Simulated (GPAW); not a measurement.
A self-consistent single point of TlS (I4/mcm, 8 atoms in the cell) with GPAW.

Level of theory: PBEsol, GPAW PAW datasets PBEsol (made by gpaw-setup), then spin-orbit coupling non-self-consistently (plane waves; GPAW).

```
TlS
1.0
   -3.89300     3.89300     3.40000
    3.89300    -3.89300     3.40000
    3.89300     3.89300    -3.40000
Tl S
4 4
Cartesian
  0.00000   3.89300   1.70000
  3.89300   0.00000   1.70000
  0.00000   0.00000   1.70000
  0.00000   0.00000   5.10000
  1.39369   5.28669   0.00000
  2.49931   1.39369   0.00000
  2.49931  -1.39369   3.40000
  1.39369   2.49931   3.40000
```

Reference input (self-consistent single point, DFT LDA (Perdew-Wang 92), plane waves, GPAW PAW datasets LDA (gpaw-data 1.0.1)): mode = pw; ecut = 600 eV; xc = LDA; kpts = 3 3 3; mesh shift (steps) = 0 0 0; occupations.name = fermi-dirac; occupations.width = 0.1 eV; nbands = -14; convergence.forces = 0.001 eV/Å; symmetry.symmorphic = false; symmetry.tolerance = 0.0005; maxiter = 150. This run's input differs from it in these lines:

```diff
@@ -2,2 +2,3 @@
 from ase.units import GPa
+from gpaw.spinorbit import soc_eigenstates
 from gpaw import GPAW
@@ -19,7 +20,7 @@
 calc = GPAW(mode={'name': 'pw', 'ecut': 600},
-            xc='LDA',
+            xc='PBEsol',
             kpts=(3, 3, 3),
             occupations={'name': 'fermi-dirac', 'width': 0.1},
-            nbands=-14,
-            convergence={'forces': 0.001},
+            nbands=-28,
+            convergence={'forces': 0.001, 'bands': -2},
             symmetry={'symmorphic': False, 'tolerance': 0.0005},
@@ -37 +38,7 @@
 
+soc = soc_eigenstates(calc, n2=-2)
+eig_soc = soc.eigenvalues()
+ne = calc.get_number_of_electrons()
+print('Fermi level with spin-orbit (eV):', round(soc.fermi_level, 4))
+print('Lowest level ne + 1 less highest level ne (eV):', round(eig_soc[:, round(ne)].min() - eig_soc[:, round(ne) - 1].max(), 4))
+
```

Its files differ too (potentials: then spin-orbit coupling non-self-consistently).

The program printed (abridged):

```
     iter     time        total  log10-change:
                         energy   eigst   dens  force
iter:   1 --:--:--   -32.126562   +2.21
iter:   2 --:--:--   -31.842423   +0.90  -1.24
iter:   3 --:--:--   -30.865507   +0.36  -1.28
iter:   4 --:--:--   -30.860118   -0.07  -1.62
iter:   5 --:--:--   -30.845086c  -0.42  -1.68
iter:   6 --:--:--   -30.822187c  -0.74  -2.22
iter:   7 --:--:--   -30.816626c  -0.75  -2.44
iter:   8 --:--:--   -30.815873c  -1.20  -2.88
iter:   9 --:--:--   -30.815664c  -1.55  -3.04
iter:  10 --:--:--   -30.815782c  -1.93  -3.25
iter:  11 --:--:--   -30.815771c  -2.04  -3.78
iter:  12 --:--:--   -30.815748c  -2.28  -3.81
iter:  13 --:--:--   -30.815700c  -1.79  -3.90
iter:  14 --:--:--   -30.815699c  -2.13  -4.23c
iter:  15 --:--:--   -30.815700c  -2.62  -4.35c
iter:  16 --:--:--   -30.815700c  -2.98  -4.27c
iter:  17 --:--:--   -30.815699c  -3.16  -4.34c
iter:  18 --:--:--   -30.815702c  -3.47  -4.37c
   [... 19 lines left out ...]
iter:  38 --:--:--   -30.815699c  -6.80  -6.85c
iter:  39 --:--:--   -30.815699c  -6.90  -6.91c
iter:  40 --:--:--   -30.815699c  -6.83  -7.18c
iter:  41 --:--:--   -30.815699c  -7.13  -7.31c
iter:  42 --:--:--   -30.815699c  -7.44c -7.48c
iter:  43 --:--:--   -30.815699c  -7.41c -7.52c -5.43c
Converged after 43 iterations.

Dipole moment: (-0.000000, 0.000000, -0.000000) |e|*Ang

Energy contributions relative to reference atoms: (reference = -2242946.790072)

Kinetic:        +39.359815
Potential:      -39.353812
External:        +0.000000
XC:             -31.239505
Entropy (-ST):   -0.004271
Local:           +0.419939
SIC:             +0.000000
--------------------------
Free energy:    -30.817835
Extrapolated:   -30.815699

Showing only first 2 kpts
 Kpt  Band  Eigenvalues  Occupancy
  0    36      3.88016    2.00000
  0    37      4.18110    1.99999
  0    38      6.23846    0.00084
  0    39      6.81173    0.00000

  1    36      4.18519    1.99999
  1    37      4.44238    1.99992
  1    38      6.22421    0.00097
  1    39      6.40487    0.00016

Fermi level: 5.46062

Gap: 0.947 eV
Transition (v -> c):
   [... lines left out ...]
Direct gap: 1.189 eV
   [... lines left out ...]
  5 S     0.28465   -0.28465    0.00000
  6 S     0.28465    0.28465    0.00000
  7 S    -0.28465    0.28465    0.00000

Stress tensor:
     0.011254     0.000000    -0.000000
     0.000000     0.011254     0.000000
    -0.000000     0.000000     0.009919
Stress (GPa, Voigt): [ 1.8032  1.8032  1.5892  0.     -0.      0.    ]
Fermi level with spin-orbit (eV): 5.4445
Lowest level ne + 1 less highest level ne (eV): 0.9251
```

The run converged in 43 iterations. 

The starting cell comes from a database of published, mostly measured structures (it also holds non-ambient and calculated ones), without a prior relaxation at this level. A gap is left out here, as mesh or smearing make it unsure. The log's line on a gap gives a spacing of levels on this mesh, which the program prints for metals too.

Cost on one core of a shared machine: roughly 4 min.
